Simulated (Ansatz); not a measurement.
**Cd(GaSe2)2: stress against strain**

Cd(GaSe2)2 (I-4, 25.251 Å³/atom and stress up to 0.01 GPa in the relaxed cell, c along z) under a strain ε along c (axis z), the other axes held. PBEsol in Ansatz, a plane-wave DFT program (PAW, default set), 420 eV, 8×8×8 Γ-centred mesh, Fermi-Dirac smearing 0.05 eV; ions are relaxed, or left where forces stay under 0.02 eV/Å, within the symmetry of each cell. Stress is positive for a compressed cell.

Here s stands for strain and y for stress zz.

| strain (%) | stress zz (GPa) |
|---|---|
| -3.00 | ? |
| -1.50 | 0.83 |
| -0.75 | 0.41 |
| 0.00 | 0.01 |
| 0.75 | -0.40 |
| 1.50 | -0.79 |

Fit y of the 5 rows that show it with a straight line. Means: s 0, y 0.012. About the means, the sum of products is -3.0375 and the sum of squares of s is 5.6250; the slope is their ratio. Least squares gives y = 0.012 - 0.5400·s. Residuals (row less fit): 0.008, -0.007, -0.002, -0.007, 0.008; standard error 0.009 (degrees of freedom: 3). The slope gives the elastic constant C33 = 54.0 ± 0.4 GPa (± standard error of the fit, which holds the terms cut off).

Q: Predict the withheld y at s = -3.00 from the fit, and compare with the calculation.

A: y = 0.012 - 0.5400 × (-3.00) = 1.632 GPa. The calculation gives 1.68 GPa, 0.048 GPa above the prediction (1.9 % of the range of y in the table). The row lies outside the fitted rows, so this is an extrapolation. From the scatter of the fitted rows alone, a prediction at this place has a standard error of 0.015 GPa, so the miss is 3.2 times that.

A polynomial of degree 2 through the 8 other runs of the series gives 1.69 there, so most of the miss is curvature that the fit leaves out. The start is a measured cell from the literature; how it stands against other phases or cation orders wasn't checked. Rows are the converged runs of the series near zero and its far end; series whose fitted rows scatter by over a few per cent of the range, as at a crossing or softening among them, aren't shown in this form, nor equations of state whose B0' disagrees with the runs' pressures. Most that stay on the fit to the last digits aren't either.
